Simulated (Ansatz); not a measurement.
An Ansatz (a first-principles code) run: PtI2; Ansatz PBEsol, spin-orbit coupling left out.

Input:

Ansatz 0.2 input:
```yaml
crystal:
  lattice:
    - [6.7383375152, 0, 0]
    - [0, 8.5327461845, 0]
    - [-1.7672176156, 0, 6.6389529698]
  atoms:
    - { symbol: Pt, position: [0.7628909052, 0.8727162624, 0.9966840719] }
    - { symbol: Pt, position: [0.2371090948, 0.1272837376, 0.0033159281] }
    - { symbol: Pt, position: [0.2371090948, 0.3727162624, 0.5033159281] }
    - { symbol: Pt, position: [0.7628909052, 0.6272837376, 0.4966840719] }
    - { symbol: I, position: [0.5409849246, 0.6652613602, 0.7530020237] }
    - { symbol: I, position: [0.4590150754, 0.3347386398, 0.2469979763] }
    - { symbol: I, position: [0.4590150754, 0.1652613602, 0.7469979763] }
    - { symbol: I, position: [0.5409849246, 0.8347386398, 0.2530020237] }
    - { symbol: I, position: [0.0137293624, 0.5867687988, 0.2718456847] }
    - { symbol: I, position: [0.9862706376, 0.4132312012, 0.7281543153] }
    - { symbol: I, position: [0.9862706376, 0.0867687988, 0.2281543153] }
    - { symbol: I, position: [0.0137293624, 0.9132312012, 0.7718456847] }
basis: { ecutwfc: 420, ecutrho_ratio: 4, xc_grid: 2, fft_grid_basis: typed }
kpoints: { mp_grid: { grid: [4, 3, 4] } }
hamiltonian:
  xc: pbesol
  dispersion: none
  pseudopotentials: { kind: paw }
scf: { occupations: { method: fermi_dirac, width: 0.05 }, convergence: { dr2_threshold: 0.0000000012 } }
output: { forces: true, stress: true }
```

Output:

```
WARN ansatz: RAYON_NUM_THREADS=1 ignored (pool sized by the plan → 1); use --threads N
Pseudopotentials: kind: paw
Pseudopotential: Pt, paw, valence charge 18
Pseudopotential: I, paw, valence charge 17
Functional definition: PBEsol
Crystal: 12 atoms, lattice volume = 381.717 Å³
Basis set: ecut = 420 eV, 7457 PW (Γ), exchange–correlation on 96×120×96 points (8 copies of the dense FFT grid, shifted against one another)
Bands: 116, of which v1, the nominal top of the filled ones, is band 104 counted from 1 (103 counted from 0)
Symmetry: 4 space group operations
Space group: P21/c (ITA 14), of the structure as read, at distance tolerance 7.3e-5 Å
k-points: 20 of 48
PAW frozen core: Pt, regenerated for the run's functional, and the local potential with it
PAW frozen core: I, regenerated for the run's functional, and the local potential with it
Initial density: superposition of atomic densities (neutral atoms: chi_scale 0, normalization atom), corrected by the library's trained network
Initial wavefunctions: pseudopotential atomic-orbital guess
Eigensolver: davidson
Functional: x = pbesol(κ = 0.804, μ = 0.12345679012345678), c = pbesol(β = 0.046)
SCF iter   1: F=—  HF=-108995.217060 eV  |F-HF|=—  |Δ(HF+E_count)|=         —  Δρ=3.26e-3  dr2=2.64e-2  ethr=1.77e-3  ⟨swp⟩=6.5  Hψ=9116  notcnv=0  defer=31
all-band conjugate gradients solve this SCF's bands
preconditioner: auto → Resta (q_TF=auto, 2.466 Å⁻¹)
SCF iter   2: F=—  HF=-108995.214275 eV  |F-HF|=—  |Δ(HF+E_count)|=   2.78e-3  Δρ=1.77e-3  dr2=8.44e-3  ethr=1.27e-5  ⟨swp⟩=2.0  Hψ=3819  notcnv=0  defer=55
SCF iter   3: F=—  HF=-108995.213630 eV  |F-HF|=—  |Δ(HF+E_count)|=   6.45e-4  Δρ=4.91e-4  dr2=1.22e-3  ethr=4.06e-6  ⟨swp⟩=2.0  Hψ=3219  notcnv=0  defer=55
SCF iter   4: F=—  HF=-108995.213684 eV  |F-HF|=—  |Δ(HF+E_count)|=   5.45e-5  Δρ=1.69e-4  dr2=1.23e-4  ethr=5.85e-7  ⟨swp⟩=2.0  Hψ=3000  notcnv=0  defer=55
SCF iter   5: F=—  HF=-108995.213760 eV  |F-HF|=—  |Δ(HF+E_count)|=   7.60e-5  Δρ=6.19e-5  dr2=2.82e-5  ethr=5.90e-8  ⟨swp⟩=2.0  Hψ=3067  notcnv=0  defer=55
SCF iter   6: F=—  HF=-108995.213787 eV  |F-HF|=—  |Δ(HF+E_count)|=   2.67e-5  Δρ=1.50e-5  dr2=1.91e-6  ethr=1.36e-8  ⟨swp⟩=2.0  Hψ=3219  notcnv=0  defer=55
SCF iter   7: F=—  HF=-108995.213632 eV  |F-HF|=—  |Δ(HF+E_count)|=   1.55e-4  Δρ=4.83e-6  dr2=2.13e-7  ethr=9.18e-10  ⟨swp⟩=2.0  Hψ=3215  notcnv=0  defer=55
SCF iter   8: F=—  HF=-108995.213632 eV  |F-HF|=—  |Δ(HF+E_count)|=   1.76e-7  Δρ=2.08e-6  dr2=2.52e-8  ethr=1.03e-10  ⟨swp⟩=2.0  Hψ=4019  notcnv=0  defer=55
SCF iter   9: F=—  HF=-108995.213632 eV  |F-HF|=—  |Δ(HF+E_count)|=   1.70e-8  Δρ=8.51e-7  dr2=3.11e-9  ethr=1.21e-11  ⟨swp⟩=2.0  Hψ=4019  notcnv=0  defer=55
SCF iter  10: F=-108995.213632 eV  HF=-108995.213632 eV  |F-HF|=2.18e-10  |Δ(HF+E_count)|=   2.42e-9  Δρ=1.82e-7  dr2=1.64e-10  ethr=1.00e-12  ⟨swp⟩=4.0  Hψ=7441  notcnv=0
SCF 1 converged in 10 iterations: F = -108995.213632 eV  dr2 = 1.64e-10
SCF converged after 10 iterations
Free energy (F): -108995.213632 eV
Harris-Foulkes:  -108995.213632 eV  (|F-HF|=2.18e-10)
Internal energy: -108995.213622 eV  (E = F + TS)
E sigma→0 (E₀):  -108995.213627 eV
Entropy (-TS):   -0.000011 eV (-0.001 meV/atom)
Fermi energy:    8.963393 eV
--- Per-component energies (eV) ---
  E_band       = -4288.313303
  E_kinetic    = 4074.156949
  E_local      = -27520.851068  (includes V_loc(G=0)·N_el)
  E_nonlocal   = 103.650802
  E_hartree    = 12893.661565
  E_xc         = -2056.463383
  E_vxc        = -2234.044500  (∫ρ·V_xc dr)
  E_paw        = -75157.773459  (= ΣΔE_a)
  E_vpaw       = -4498.549700  (= ΣTr[D̂ρ^β])
  E_aug_tail   = 0.000926  (compensation charges beyond the density's cutoff)
  E_ewald      = -21336.041015
  E_core_change = 4.445061  (= ΣΔE_core)
  E_smearing   = -0.000011  (= −TS)
  E_closure    = 0.000000  (closes the sum)
  Σ components = -108995.213632   (vs F -108995.213632, Δ=0.00e0)
  [band-id]    e_kinetic+e_local+e_nonlocal+2·e_hartree+e_vxc+e_vpaw+e_augmentation_tail = -4288.313460   (vs E_band -4288.313303, Δ=-1.57e-4)
--- Forces (eV/Å), atoms counted from 1 ---
  atom   1  Pt    -0.00054962    -0.00057804     0.00004291
  atom   2  Pt     0.00054962     0.00057804    -0.00004291
  atom   3  Pt     0.00054962    -0.00057804    -0.00004291
  atom   4  Pt    -0.00054962     0.00057804     0.00004291
  atom   5  I     -0.00007757     0.00067642    -0.00007384
  atom   6  I      0.00007757    -0.00067642     0.00007384
  atom   7  I      0.00007757     0.00067642     0.00007384
  atom   8  I     -0.00007757    -0.00067642    -0.00007384
  atom   9  I     -0.00018923    -0.00088499     0.00059116
  atom  10  I      0.00018923     0.00088499    -0.00059116
  atom  11  I      0.00018923    -0.00088499    -0.00059116
  atom  12  I     -0.00018923     0.00088499     0.00059116
  max |Σ_I F_I| component: 2.17e-19 eV/Å
--- Stress (GPa, compression-positive) ---
        0.002114       0.000000      -0.002048
        0.000000       0.001142       0.000000
       -0.002048       0.000000       0.002855
  P = ⅓ Tr σ = 0.0020 GPa (0.020 kbar)
  The stress holds the Pulay correction. Without it, at fixed plane waves, as pw.x and ABINIT print it: P = -0.0292 GPa
  The stress includes an estimate of the error left by incomplete SCF convergence (largest component 0.0000 GPa).
--- Band table ---
  band table: none
```

Spin-orbit coupling, missing from the scalar runs, can matter with I and Pt. Whether these cells are dynamically stable was not tested. The cell is PtI₂ (space group P2_1/c, No. 14; a cell from a computed database, its experimental status unchecked; layered). No dispersion term is included in the PBEsol runs.
